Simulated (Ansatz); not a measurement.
**Several settings converged on LaGe3Ir (I4mm, 5 atoms in the cell)**

```xyz
5
Lattice="-2.2303 2.2303 5.0669 2.2303 -2.2303 5.0669 2.2303 2.2303 -5.0669" Properties=species:S:1:pos:R:3 pbc="T T T"
La     0.0000     0.0000     5.9127
Ge     2.2303     0.0000     3.4722
Ge     0.0000     2.2303     3.4722
Ge     0.0000     0.0000     0.0050
Ir     0.0000     0.0000     2.4197
```

Base method: PBEsol, default PAW files made with PBE (plane waves; Ansatz, an electronic-structure program).

Base settings: basis.ecutwfc = 420 eV; kpoints.mp_grid.grid = 5 5 5; hamiltonian.xc = pbesol; hamiltonian.pseudopotentials = {kind: paw} (the program's default PAW files); scf.occupations.method = gaussian; scf.occupations.width = 0.1 eV.

The count of work is k-points × plane waves × bands × iterations; it is no time. Core times come from one kind of shared machine, to one figure; runs under 30 s give none.

**The cutoff for other potential files**

Level: DFT, PBEsol, plane waves, harder PAW files (source: ansatz) made with PBE.

In this ladder: hamiltonian.pseudopotentials = {kind: paw, source: ansatz}.

The second cell is the first with its lattice scaled by 0.98.

The mesh stays at the base's, so the ladder's end is converged at best in this setting alone.

The first pressure column holds Ansatz's estimate of the finite-basis (Pulay) stress, which hides part of the cutoff error; the other is without it.

Only quantities that move along the ladder and can be compared are tabulated.

| basis.ecutwfc | free energy less the last step's (meV/atom) | energy of the compressed cell less the first (meV/atom) | pressure (GPa) | pressure without the Pulay estimate (GPa) | largest difference of a force vector from the last step's (eV/Å) | count of work / last | core time / last (rough) |
|---|---|---|---|---|---|---|---|
| 370 eV | 10547.14 | -26.70 | -0.79 | -359.68 | 0.499 | 0.097 | – |
| 450 eV | 2535.33 | -0.01 | -3.21 | -116.67 | 0.098 | 0.14 | – |
| 575 eV | 175.38 | 1.29 | -3.30 | -16.49 | 0.009 | 0.23 | – |
| 695 eV | 4.87 | 1.50 | -3.37 | -4.01 | 0.000 | 0.28 | – |
| 820 eV | 0.37 | 1.42 | -3.37 | -3.37 | 0.000 | 0.35 | 0.4 |
| 985 eV | 0.21 | 1.42 | -3.37 | -3.37 | 0.000 | 0.47 | 0.5 |
| 1230 eV | 0.10 | 1.42 | -3.37 | -3.37 | 0.000 | 0.65 | 0.6 |
| 1640 eV | 0.00 | 1.42 | -3.37 | -3.37 | 0.000 | 1.0 | 1 |

Coarsest basis.ecutwfc that holds the forces within 0.01 eV/Å of the last step, with all finer ones: 575 eV, at 0.23 of the last step's count of work; the step before is off by 0.098 eV/Å.

Coarsest basis.ecutwfc that holds the energy of the compressed cell less the first within 0.2 meV/atom of the last step, with all finer ones: 575 eV, at 0.23 of the last step's count of work; the step before is off by 1.4 meV/atom.

Coarsest basis.ecutwfc that holds the pressure within 0.2 GPa of the last step, with all finer ones: 450 eV, at 0.14 of the last step's count of work; the step before is off by 2.6 GPa.

The energy difference between the two cells stays within 1 meV/atom of the last step's from 575 eV on, the total only from 820 eV on: much of the error is common to both cells and cancels.

At the lowest cutoff the pressure without the Pulay estimate lies 356 GPa under the last step's, the usual sign of Pulay stress in an incomplete plane-wave basis.

**The density cutoff**

The second cell is the first with its lattice scaled by 0.98.

The mesh stays at the base's, so the ladder's end is converged at best in this setting alone.

Only quantities that move along the ladder and can be compared are tabulated.

```tsv
basis.ecutrho_ratio	free energy less the last step's (meV/atom)	energy of the compressed cell less the first (meV/atom)	pressure (GPa)
2	-15.60	-1.86	-2.71
3	-0.41	0.97	-3.41
4	-0.01	0.95	-3.43
5	0.00	0.95	-3.43
6	0.00	0.95	-3.43
8	0.00	0.95	-3.43
10	0.00	0.95	-3.43
12	0.00	0.95	-3.43
16	0.00	0.95	-3.43
```

Coarsest basis.ecutrho_ratio that holds the pressure within 0.05 GPa of the last step, with all finer ones: 3; the step before is off by 0.72 GPa.

Coarsest basis.ecutrho_ratio that holds the energy of the compressed cell less the first within 0.2 meV/atom of the last step, with all finer ones: 3; the step before is off by 2.8 meV/atom.

Coarsest basis.ecutrho_ratio that holds the free energy within 0.5 meV/atom of the last step, with all finer ones: 3; the step before is off by 16 meV/atom.

On the base run: the starting cell comes from a database of computed structures (which also holds hypothetical and non-ambient phases and stackings), without a prior relaxation at this level. Its lattice was rescaled by up to half a per cent. One atom was moved a little off its site on purpose. Spin polarisation is off. In the base run, with a pressure of about -3 GPa the cell is away from its equilibrium volume at this level.

Keys are those of Ansatz 0.2.
